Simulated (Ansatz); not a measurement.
The parent structure is Ru in the hcp (Mg type) structure (space group P6_3/mmc, No. 194; a = 2.691 Å, c = 4.249 Å; relaxed with 0.1 eV smearing). Axes: x lies along a and z along c of the hexagonal cell.

Calculations: PBEsol (Ansatz, a program for electronic structure, PAW, no spin-orbit coupling).

One thing is altered: the cell is stretched by 1.00 % along z with no lateral relaxation; the atoms relax in the strained cell.

### Question
Predict the stress tensor and what it implies for the stiffness.

### Answer
Stress of the strained cell less that of the base (GPa, compression positive):
```
   -1.8     0.0     0.0
    0.0    -1.8     0.0
    0.0     0.0    -6.8
```

Then −Δσ_ii/ε with ε = 0.0100 gives relaxed-ion elastic constants: C33 ≈ 680 GPa, C13 ≈ 180 GPa and C23 ≈ 180 GPa.

No phonon test of stability was made. All final runs are without spin polarisation.
